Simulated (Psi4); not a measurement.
Psi4 1.11, unrestricted BP86/def2-svp: In(I)3 anion ([I][In]([I])[I]), charge -1, multiplicity 2, 4 atoms. The geometry is a generated start, not checked to be a minimum at this level.

```yaml
task: energy
method: bp86
basis: def2-svp
memory: 3 GB
maxiter: 100
keys_of_the_molecule_block: symmetry c1
scf_type: df (default)
diis_max_vecs: 10 (default)
e_convergence: 1e-06 (default)
d_convergence: 1e-06 (default)
dft_radial_points: 75 (default)
dft_spherical_points: 302 (default)
effective_core_potentials: those of the basis set, past Kr
basis_functions: 104
grid_points: 83820
```

```xyz
4

In    -0.0002     0.0000     0.0004
I      2.5451    -0.4588    -0.7825
I     -0.9741    -1.2138     2.2093
I     -1.5709     1.6726    -1.4272
```

Charge -1 and multiplicity 2 are set for this test and not shown to be the ground state.

With the defaults (diis = true, scf_initial_accelerator = adiis, damping_percentage = 0, guess = auto, which took SAD, diis_start = 1) it converges in 9 SCF iterations. One run each on 2 threads, with these changes:
- guess = core
- scf_initial_accelerator = ediis
- guess = gwh
- diis_start = 4
- guess = sapgau
- damping_percentage = 20
- guess = modhuckel
- diis = false, scf_initial_accelerator = none, damping_percentage = 60
- damping_percentage = 60

Q: Which runs fail or end elsewhere than the default run?

A: No convergence: diis = false, scf_initial_accelerator = none, damping_percentage = 60 (the run ends without SCF convergence in 100 iterations). The rest reach the solution of the defaults.

```csv
setting,SCF iterations,end
the defaults,9,same solution
scf_initial_accelerator = ediis,9,same solution
guess = gwh,11,same solution
diis_start = 4,12,same solution
guess = modhuckel,13,same solution
guess = sapgau,14,same solution
guess = core,15,same solution
damping_percentage = 20,18,same solution
damping_percentage = 60,60,same solution
"diis = false, scf_initial_accelerator = none, damping_percentage = 60",100,no convergence
```
